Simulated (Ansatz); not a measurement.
Consider a periodic stack without vacuum, hcp Co, ferromagnetic (0 0 1) on zinc-blende BN (1 1 1) (film strained to the substrate, faces as cut; started ferromagnetic): substrate slab B7N7, film Co6, surface cells [[0, -1], [1, -1]] and [[0, -1], [1, 0]], film strained by +2.8 and +2.8 %, faces B/N and Co/Co as cut (like faces can put a slab off its formula). Its start:

```yaml
crystal:
  lattice:
    - [2.56315, 0.00000, 0.01141]
    - [1.28157, 2.21975, 0.02263]
    - [1.18978, 0.94874, 26.79789]
  atoms:
    - { symbol: B, position: [0.82235, 0.06398, 0.03211] }
    - { symbol: B, position: [0.13258, 0.36727, 0.11240] }
    - { symbol: B, position: [0.44703, 0.66393, 0.19086] }
    - { symbol: B, position: [0.76164, 0.95873, 0.26915] }
    - { symbol: B, position: [0.07509, 0.25385, 0.34732] }
    - { symbol: B, position: [0.38803, 0.54647, 0.42580] }
    - { symbol: B, position: [0.70397, 0.83173, 0.50468] }
    - { symbol: N, position: [0.15022, 0.38951, 0.05351] }
    - { symbol: N, position: [0.46115, 0.69161, 0.13150] }
    - { symbol: N, position: [0.77598, 0.98779, 0.20987] }
    - { symbol: N, position: [0.09028, 0.28279, 0.28806] }
    - { symbol: N, position: [0.40343, 0.57750, 0.36620] }
    - { symbol: N, position: [0.71676, 0.86975, 0.44424] }
    - { symbol: N, position: [0.03352, 0.15320, 0.52198] }
    - { symbol: Co, position: [0.04584, 0.02732, 0.59667], spin: 1.7 }
    - { symbol: Co, position: [0.38390, 0.26264, 0.66974], spin: 1.7 }
    - { symbol: Co, position: [0.02999, 0.85685, 0.74409], spin: 1.7 }
    - { symbol: Co, position: [0.34016, 0.13743, 0.81805], spin: 1.7 }
    - { symbol: Co, position: [0.98994, 0.76696, 0.89219], spin: 1.7 }
    - { symbol: Co, position: [0.30145, 0.09927, 0.96652], spin: 1.7 }
```

The start was prepared with a machine-learned potential, and the result is one local minimum, with the in-plane cell held and forces under 0.04 eV/Å; the film can end far from its bulk form.

Computed with PBE (plane waves to 420 eV, PAW; Ansatz, a first-principles code). No spin–orbit coupling; PBE gaps are too small against experiment. Its k-point mesh 14×14×1, Fermi–Dirac width 0.05 eV.

Task: Predict the relaxed interface.

Result: 
```
Item                                                                                       Value
-------------------------------------------------------------------------------  ---------------
interface area                                                                            5.7 Å²
period                                                                                   26.63 Å
gaps between the outermost planes at the two interfaces                          1.94 and 1.73 Å
B–Co contacts across the interfaces within 1.22 times the sum of covalent radii   3, mean 2.28 Å
Co–N contacts across the interfaces within 1.22 times the sum of covalent radii   2, mean 2.10 Å
```
